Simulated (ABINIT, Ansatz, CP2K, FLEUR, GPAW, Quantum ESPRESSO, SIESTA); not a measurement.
# Code comparison for PbO (P4/nmm, 4 atoms in the cell)

Self-consistent single point, at a second geometry (lattice scaled by 0.98). First geometry:

```yaml
crystal:
  lattice:
    - [3.98000, 0.00000, 0.00000]
    - [0.00000, 3.98000, 0.00000]
    - [0.00000, 0.00000, 5.02000]
  atoms:
    - { symbol: Pb, position: [0.50000, 0.00000, 0.76500] }
    - { symbol: Pb, position: [0.00000, 0.50000, 0.23500] }
    - { symbol: O, position: [0.50000, 0.50000, 0.00000] }
    - { symbol: O, position: [0.00000, 0.00000, 0.00000] }
```

Shared settings, as Ansatz (a first-principles code) writes them: kpoints.mp_grid.grid = 6 6 5; scf.occupations.method = fermi_dirac; scf.occupations.width = 0.05 eV. Potentials and cutoffs stand in the table.

| code | model | ΔF from the first geometry (meV/atom) | pressure (GPa) | largest force (eV/Å) | gap on the mesh (eV) | cutoff |
|---|---|---|---|---|---|---|
| Quantum ESPRESSO | PBE, GBRV 1.5 ultrasoft (PBE) pseudopotentials | 54.3 | 10.73 | 1.309 | 1.169 | 40 Ry |
| SIESTA | GGA PBE, numerical atomic orbitals DZP, PseudoDojo PBE standard norm-conserving potentials (rewritten from UPF to PSML) | 65.7 | 12.80 | 1.667 | 1.113 | grid 300 Ry |
| ABINIT | PBE, norm-conserving pseudopotentials (PseudoDojo nc-sr-05 PBE standard) | 55.3 | 10.92 | 1.330 | 1.152 | 1143 eV |
| FLEUR | PBE, all-electron FLAPW (FLEUR), scalar-relativistic valence | 56.4 | – | – | 1.158 | Kmax 4.1 1/bohr |
| GPAW | PBE, GPAW PAW datasets PBE (gpaw-data 1.0.1) | 50.6 | – | 1.297 | 1.126 | 950 eV |
| Ansatz | PBE, default PAW files | 56.1 | 10.73 | 1.352 | 1.149 | default |
| CP2K | PBE, GPW, DZVP-MOLOPT-SR-GTH basis, GTH-PBE potentials (GTH_POTENTIALS) | 60.4 | 11.64 | 1.294 | 1.043 | grid 450 Ry |

A dash marks a value that a program does not give, or that is left out as unsure.

Gaps are read on the mesh.

On Ansatz's run: spin-orbit coupling is off.

The spread over the programs that give each value: ΔF from the first geometry within 15.1 meV/atom; pressure within 2.07 GPa; largest force within 0.373 eV/Å; gap on the mesh within 0.126 eV.

SIESTA and CP2K use small atom-centred bases, whose incompleteness enters pressures, forces and empty levels differently from a plane-wave cutoff. FLEUR treats all electrons, but the usual bases taken here (sphere radii, linearisation, local orbitals, empty states) were not tested for convergence, so the values are no reference for the others. Ansatz's pressure is given at a fixed set of plane waves, as the other plane-wave codes print theirs; with its correction for the finite basis it is 11.06 GPa (the shift of 0.33 GPa shows how far the cutoff is from converged). The pressure of GPAW is left out: its cutoff lies under the one at which its stress was checked. In the pressure, SIESTA (by 2.07) lies more than 1 GPa from the median of the plane-wave programs. In the force vectors, SIESTA (by 0.347) lies more than 0.08 eV/Å from the median of the plane-wave programs.

The starting cell has typed, rounded lattice constants, without a prior relaxation at this level. For this run, on top of that: lattice scaled by 0.98.

Keys are those of Ansatz 0.2.
